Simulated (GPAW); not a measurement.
# A self-consistent single point of TaAs (I4_1md, 4 atoms in the cell) with GPAW

Method: PBE, GPAW PAW datasets PBE (gpaw-data 1.0.1) (plane waves; GPAW 25.7.0).

The input file:

```python
from ase import Atoms
from ase.units import GPa
from gpaw import GPAW, PW, FermiDirac

atoms = Atoms(['Ta', 'Ta', 'As', 'As'],
              cell=[[-1.713206, 1.713206, 5.838600],
                    [1.713206, -1.713206, 5.838600],
                    [1.713206, 1.713206, -5.838600]],
              positions=[[1.713206, 0.000000, 5.838250],
                         [0.000000, -0.000000, 8.757550],
                         [1.713206, 0.000000, 0.964887],
                         [0.000000, -0.000000, 3.884187]],
              pbc=True)

calc = GPAW(mode=PW(600),
            xc='PBE',
            kpts={'size': (6, 6, 6), 'gamma': True},
            occupations=FermiDirac(0.1),
            nbands=-10,
            convergence={'density': 1e-05, 'energy': 1e-05},
            symmetry={'symmorphic': False, 'tolerance': 0.0005},
            maxiter=120,
            txt='-')

atoms.calc = calc

energy = atoms.get_potential_energy()
print('Energy (eV):', round(energy, 6))
forces = atoms.get_forces()
print('Forces (eV/Ang):')
print(forces.round(5))
stress = atoms.get_stress()
print('Stress (GPa, Voigt):', (stress / GPa).round(4))
```

The program printed (abridged):

```
Input parameters:
  convergence: {density: 1e-05,
                energy: 1e-05}
  kpts: {gamma: True,
         size: (6, 6, 6)}
  maxiter: 120
  mode: {ecut: 600.0,
         name: pw}
  nbands: -10
  occupations: {fixmagmom: False,
                name: fermi-dirac,
                width: 0.1}
  symmetry: {symmorphic: False,
             tolerance: 0.0005}
  xc: PBE

species:
  Ta:
    name: Tantalum
    Z: 73.0
    valence: 13
    core: 60
    charge: 0.0
    file: Ta.PBE.gz

    # Using partial waves for Ta as LCAO basis

  As:
    name: Arsenic
    Z: 33.0
    valence: 5
    core: 28
    charge: 0.0
    file: As.PBE.gz

    # Using partial waves for As as LCAO basis

Reference energy: -971350.830002  # eV

Spin-paired calculation

Convergence criteria:
 Maximum [total energy] change in last 3 cyles: 1e-05 eV / valence electron
 Maximum integral of absolute [dens]ity change: 1e-05 electrons / valence electron
 Maximum integral of absolute [eigenst]ate change: 4e-08 eV^2 / valence electron
 Maximum number of scf [iter]ations: 120

Symmetries present (total): 8
Symmetries with fractional translations: 4
216 k-points: 6 x 6 x 6 Monkhorst-Pack grid + [1/12,1/12,1/12]
30 k-points in the irreducible part of the Brillouin zone
       k-points in crystal coordinates                weights
   0:     0.00000000    0.00000000    0.00000000          1/216
   1:     0.16666667   -0.16666667    0.00000000          4/216
   2:     0.16666667   -0.16666667    0.16666667          4/216
   [... 7 lines left out ...]
          ...
  29:     0.50000000    0.50000000    0.50000000          1/216

Wave functions: Plane wave expansion
  Cutoff energy: 600.000 eV
  Number of coefficients (min, max): 2266, 2307
  Pulay-stress correction: 0.000000 eV/Ang^3 (de/decut=0.000000)

Occupation numbers: Fermi-Dirac:
  width: 0.1000  # eV

Eigensolver

Densities:
  Coarse grid: 36*36*36 grid
  Fine grid: 72*72*72 grid
  Total Charge: 0.000000

Density mixing:
  Method: separate
  Backend: pulay
  Linear mixing parameter: 0.05
  old densities: 5
  Damping of long wavelength oscillations: 50

Hamiltonian:
  XC and Coulomb potentials evaluated on a 72*72*72 grid
  External potential:
    NoExternalPotential

XC parameters: PBE with 2 nearest neighbor stencil

Number of atoms: 4
Number of atomic orbitals: 34
Number of bands in calculation: 28
Number of valence electrons: 36
Bands to converge: occupied

Density initialized from atomic densities
  28 bands from LCAO basis set

Atomic positions and initial magnetic moments

Positions:
   0 Ta     1.713206    0.000000    5.838250    ( 0.0000,  0.0000,  0.0000)
   1 Ta     0.000000   -0.000000    8.757550    ( 0.0000,  0.0000,  0.0000)
   2 As     1.713206    0.000000    0.964887    ( 0.0000,  0.0000,  0.0000)
   3 As     0.000000   -0.000000    3.884187    ( 0.0000,  0.0000,  0.0000)

Unit cell:
           periodic     x           y           z      points  spacing
  1. axis:    yes   -1.713206    1.713206    5.838600    36     0.0913
  2. axis:    yes    1.713206   -1.713206    5.838600    36     0.0913
  3. axis:    yes    1.713206    1.713206   -5.838600    36     0.0673

  Lengths:   6.321345   6.321345   6.321345
  Angles:  148.550148 148.550148  45.073889

Effective grid spacing dv^(1/3) = 0.1137

     iter     time        total  log10-change:
                         energy   eigst   dens
iter:   1 --:--:--   -31.430934
iter:   2 --:--:--   -31.395963   -1.45  -1.26
iter:   3 --:--:--   -31.218193   -1.23  -1.28
iter:   4 --:--:--   -31.167818   -2.95  -1.64
iter:   5 --:--:--   -31.193208   -2.53  -1.60
iter:   6 --:--:--   -31.196932   -3.31  -2.45
iter:   7 --:--:--   -31.189728   -3.29  -2.50
iter:   8 --:--:--   -31.189576   -4.22  -2.94
iter:   9 --:--:--   -31.189570c  -4.40  -3.13
iter:  10 --:--:--   -31.189508c  -5.15  -3.29
iter:  11 --:--:--   -31.189507c  -5.89  -3.53
iter:  12 --:--:--   -31.189520c  -6.05  -3.97
iter:  13 --:--:--   -31.189507c  -6.59  -4.19
iter:  14 --:--:--   -31.189512c  -7.23  -4.31
iter:  15 --:--:--   -31.189517c  -6.93  -4.56
iter:  16 --:--:--   -31.189513c  -7.59c -4.42
iter:  17 --:--:--   -31.189514c  -8.60c -4.71
iter:  18 --:--:--   -31.189513c  -8.99c -4.74
iter:  19 --:--:--   -31.189512c  -8.17c -4.79
iter:  20 --:--:--   -31.189511c  -8.64c -4.91
iter:  21 --:--:--   -31.189511c -10.13c -4.99
iter:  22 --:--:--   -31.189512c  -9.06c -5.00c

Converged after 22 iterations.

Dipole moment: (2.620009, -2.620009, -0.123337) |e|*Ang

Energy contributions relative to reference atoms: (reference = -971350.830002)

Kinetic:        +49.048747
Potential:      -45.672836
External:        +0.000000
XC:             -34.019913
Entropy (-ST):   -0.028324
Local:           -0.531348
SIC:             +0.000000
--------------------------
Free energy:    -31.203674
Extrapolated:   -31.189512

Showing only first 2 kpts
 Kpt  Band  Eigenvalues  Occupancy
  0    16      9.76773    2.00000
  0    17      9.76773    2.00000
  0    18     12.34972    0.00012
  0    19     13.03631    0.00000

  1    16     10.34758    1.99993
  1    17     10.48158    1.99975
  1    18     11.74887    0.04867
  1    19     11.79588    0.03070

Fermi level: 11.37975

Gap: 0.110 eV
Transition (v -> c):
  (s=0, k=22, n=17, [0.50, 0.17, 0.50]) -> (s=0, k=9, n=18, [0.33, -0.17, 0.17])
Direct/indirect transitions are different
Direct gap: 0.200 eV
Transition at: (s=0, k=9, n=17, [0.33, -0.17, 0.17])
Energy (eV): -31.189512

Forces in eV/Ang:
  0 Ta    0.00000    0.00000    0.03161
  1 Ta    0.00000    0.00000    0.03161
  2 As    0.00000    0.00000   -0.03154
  3 As    0.00000    0.00000   -0.03154

Stress tensor:
    -0.038867    -0.000000     0.000000
    -0.000000    -0.038867     0.000000
     0.000000     0.000000    -0.031056
Stress (GPa, Voigt): [-6.2272 -6.2272 -4.9756  0.      0.     -0.    ]
```

The run converged in 22 iterations. GPAW prints stress with tension positive.

The starting cell comes from a database of computed structures (which also holds hypothetical and non-ambient phases and stackings), without a prior relaxation at this level. Its lattice was rescaled by up to half a per cent. Spin-orbit coupling is off. Spin polarisation is off. With a pressure of about 6 GPa the cell is away from its equilibrium volume at this level. The log's line on a gap gives a spacing of levels on this mesh, which the program prints for metals too.

Cost on one core of a shared machine: roughly 2 min.
